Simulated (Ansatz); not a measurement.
Start from GaN in the wurtzite structure (space group P6_3mc, No. 186).

```
CELL_PARAMETERS angstrom
      3.18258     0.00000     0.00000
     -1.59129     2.75619     0.00000
      0.00000     0.00000     5.18543
ATOMIC_POSITIONS crystal
  Ga 0.33333 0.66667 0.00019
  Ga 0.66667 0.33333 0.50019
  N  0.33333 0.66667 0.37681
  N  0.66667 0.33333 0.87681
```

Cartesian axes are those of the cell as printed.

Computed with PBEsol/PAW in Ansatz (a program for electronic structure), spin-orbit coupling left out.

Base values:

| Quantity | Result |
|---|---|
| Valence-band top at Γ | 0.00, 0.00, -0.04 eV |
| Band gap | 1.88 eV |
| Electron mass | 0.16 mₑ along c, 0.17 mₑ across (at Γ) |

Modification: the cell is stretched by 2.40 % along z with no lateral relaxation; the atoms relax in the strained cell.

Question: Estimate the effect on the valence-band top at Γ, band gap, stress and electron mass.

Answer: The valence-band top at Γ (three highest levels, from the VBM) goes from 0.00, 0.00, -0.04 eV to 0.00, 0.00, -0.18 eV; the band gap shrinks by 0.252 eV, from 1.88 eV to 1.62 eV; the stress (xx, yy, zz, yz, xz, xy; compression positive) is (-1.95, -1.95, -8.80, 0.00, 0.00, 0.00) GPa; the electron mass goes from 0.16 mₑ along c, 0.17 mₑ across (at Γ) to 0.14 mₑ along z, 0.16 mₑ across (at Γ).

Masses are band curvatures over ±0.01 Å⁻¹ around the edge. Gaps are read on the SCF mesh and a high-symmetry path. Stability against distortions was not tested.
